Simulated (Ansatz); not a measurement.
The reference is SnSe$_{2}$ in the 2H-MoS2 type structure (space group P6_3/mmc, No. 194; a = 3.769 Å, c = 11.291 Å; a hypothetical phase, not in the database extracts checked; layered, stacked along the Cartesian z axis).

All numbers come from plane-wave PAW DFT at the PBEsol-D3(BJ) level (Ansatz, a first-principles code, 420 eV), scalar-relativistic without spin-orbit coupling, earlier PAW set.

Free-standing slabs (3 atom(s) a layer) normal to the stacking axis with 15 Å of vacuum; in-plane cell relaxed.

One change was made to it. Results:

```csv
quantity,base,after
excess energy per area of both faces (slab less bulk energy over the cell's area: twice a surface energy) (uncertain by up to 0.04 J/m²),–,0.98 J/m²
in-plane lattice parameter a,3.769 Å,3.697 Å
shortest interatomic distance,2.779 Å,2.736 Å
```

**Question.** What was done to the base?
(A) 2 layers
(B) 1 layer
(C) 4 layers

**Answer.** B, 1 layer. For comparison, the in-plane lattice parameter a in the other runs: 4 layers gives 3.753 Å; 2 layers gives 3.735 Å.

The excess energy carries the mismatch between the slab's and the bulk's meshes. Stability against distortions was not tested. The final runs are not spin-polarised.
